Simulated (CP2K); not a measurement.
A self-consistent single point of LaNiGe3 (I4mm, 5 atoms in the cell) with CP2K.

Method: LDA (Pade form), GPW, DZVP-MOLOPT-SR-GTH basis, GTH-PADE potentials (GTH_POTENTIALS) run with CP2K 2026.2.

```
LaNiGe3
1.0
    5.77211     0.00000     0.00000
    2.39541     5.25160     0.00000
   -4.08376    -2.62580     3.12175
La Ni Ge
1 1 3
Direct
  0.57190   0.57190   0.00000
  0.23409   0.23409   0.00000
  0.82993   0.32993   0.50000
  0.32993   0.82993   0.50000
  0.99096   0.99096   0.00000
```

Reference input (self-consistent single point, DFT PBEsol, GPW, DZVP-MOLOPT-SR-GTH basis, GTH-PBE potentials (GTH_POTENTIALS)): CUTOFF = 600 Ry; REL_CUTOFF = 50 Ry; SMEAR/METHOD = GAUSSIAN; SIGMA = 0.2 eV; KPOINTS/SCHEME = MONKHORST-PACK 6 6 6; GAMMA_CENTERED = T; XC_FUNCTIONAL = PBE:PBESOL; La/BASIS_SET = DZVP-MOLOPT-SR-GTH; La/POTENTIAL = GTH-PBE-q11; Ni/BASIS_SET = DZVP-MOLOPT-SR-GTH; Ni/POTENTIAL = GTH-PBE-q18; Ge/BASIS_SET = DZVP-MOLOPT-SR-GTH. This run's input differs from it in these lines:

```diff
@@ -45,6 +45,3 @@
     &XC
-      &XC_FUNCTIONAL
-        &PBE
-          PARAMETRIZATION PBESOL
-        &END PBE
+      &XC_FUNCTIONAL PADE
       &END XC_FUNCTIONAL
@@ -83,3 +80,3 @@
       BASIS_SET DZVP-MOLOPT-SR-GTH
-      POTENTIAL GTH-PBE-q11
+      POTENTIAL GTH-PADE-q11
     &END KIND
@@ -87,3 +84,3 @@
       BASIS_SET DZVP-MOLOPT-SR-GTH
-      POTENTIAL GTH-PBE-q18
+      POTENTIAL GTH-PADE-q18
     &END KIND
@@ -91,3 +88,3 @@
       BASIS_SET DZVP-MOLOPT-SR-GTH
-      POTENTIAL GTH-PBE-q4
+      POTENTIAL GTH-PADE-q4
     &END KIND
```

Output (repeated stretches shortened):

```
 SCF WAVEFUNCTION OPTIMIZATION

  Step     Update method      Time    Convergence         Total energy    Change
     1 NoMix/Diag. 0.20E+00      -     1.59960308      -213.9472202892 -2.14E+02
     2 Broy./Diag. 0.20E+00      -     0.14205638      -208.1558692042  5.79E+00
     3 Broy./Diag. 0.20E+00      -     0.07527006      -212.1285814312 -3.97E+00
     4 Broy./Diag. 0.20E+00      -     0.10334320      -213.4796671385 -1.35E+00
     5 Broy./Diag. 0.20E+00      -     0.11836648      -210.8716180591  2.61E+00
     6 Broy./Diag. 0.20E+00      -     0.02161233      -213.7764331009 -2.90E+00
   [... 13 lines left out ...]
    20 Broy./Diag. 0.20E+00      -     0.00000047      -213.0615790166  4.65E-06
    21 Broy./Diag. 0.20E+00      -     0.00000058      -213.0615777294  1.29E-06
    22 Broy./Diag. 0.20E+00      -     0.00000013      -213.0615747954  2.93E-06
    23 Broy./Diag. 0.20E+00      -     0.00000010      -213.0615738985  8.97E-07
  *** SCF run converged in    23 steps ***

  Overlap energy of the core charge distribution:               0.00000000046585
  Self energy of the core charge distribution:               -350.01514941231096
  Core Hamiltonian energy:                                     91.46532920249552
  Hartree energy:                                              70.07464266334921
  Exchange-correlation energy:                                -24.58501720129634
  Smearing free energy correction:                             -0.00137915107645
  Fermi energy:                                                 0.32511572556703

  Total energy:                                              -213.06157389847323
  Total energy (extrapolated to sigma->0):                   -213.06088432293501

                     Mulliken Population Analysis

   [... lines left out ...]

 STRESS| Analytical stress tensor [bar]
 STRESS|                        x                   y                   z
 STRESS|      x       -5.57252134667E+04  -4.51256541907E+03   6.44692673675E-01
 STRESS|      y       -4.51256541907E+03  -5.16085164747E+04   4.12217852874E-01
 STRESS|      z        6.44692673675E-01   4.12217852874E-01  -4.87063150807E+04
 STRESS| 1/3 Trace                                            -5.20133483407E+04
```

The run converged in 23 iterations. Against the reference run the pressure goes from 0.64 to -5.20 GPa and the largest force goes from 0.344 to 0.276 eV/Å.

The starting cell comes from a database of computed structures (which also holds hypothetical and non-ambient phases and stackings), without a prior relaxation at this level. Its lattice was rescaled by a random factor within 2.5 % of one. Spin polarisation is off. Values carry the incompleteness of an atom-centred basis. With a pressure of about -5 GPa the cell is away from its equilibrium volume at this level.

Cost on one core of a shared machine: roughly 3 min.
